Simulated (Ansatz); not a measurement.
# Pressure series in hypothetical CdI2 type MnF2

The reference is MnF2 in the CdI2 type structure (space group P-3m1, No. 164; a = 3.280 Å, c = 4.155 Å; ferromagnetic; a hypothetical phase, not in the database extracts checked; layered, stacked along the Cartesian z axis).

Cell and atoms are relaxed at each pressure.

Level of theory: PBEsol-D3(BJ) in Ansatz (plane waves to 420 eV, PAW, spin-orbit coupling left out).

| change | volume per atom | c/a ratio | largest site moment | band gap |
|---|---|---|---|---|
| base | 12.91 Å³ | 1.267 | 4.17 μB | 1.46 eV |
| pressure −1 GPa | 13.72 Å³ | 1.337 | 4.17 μB | 1.53 eV |
| pressure 3 GPa | 11.88 Å³ | 1.183 | 4.15 μB | 1.40 eV |
| pressure 7 GPa | 11.20 Å³ | 1.116 | 4.14 μB | 1.38 eV |
| pressure 15 GPa | 10.58 Å³ | 1.021 | 4.14 μB | 1.28 eV |
| pressure 30 GPa | 9.27 Å³ | 0.946 | 4.06 μB | 0.46 eV |
| pressure 50 GPa | 8.03 Å³ | 0.804 | 3.55 μB | zero |
| pressure 75 GPa | 7.45 Å³ | 0.776 | 3.46 μB | zero |
| pressure 100 GPa | 7.03 Å³ | 0.760 | 3.41 μB | zero |

The mesh was chosen for an insulator and is coarse for the gapless case. From pressure 15 GPa on, the axis ratios lie over 15 % from the base's, so the cell there is far from its starting form. Load acts through the strain it causes; cell and atoms are relaxed under it. No phonon test of stability was made. No other phases were tried under pressure. No Hubbard U is applied and the magnetic state is the run's own (MnF2 ferromagnetic); other magnetic orders, which need larger cells, were not tried and can change the gap. A gap here joins edges of opposite spin (a spin-flip gap). The program warned that a D3 coordination switch lies within reach, so dispersion energies are less smooth here.

Ansatz is an electronic-structure program.
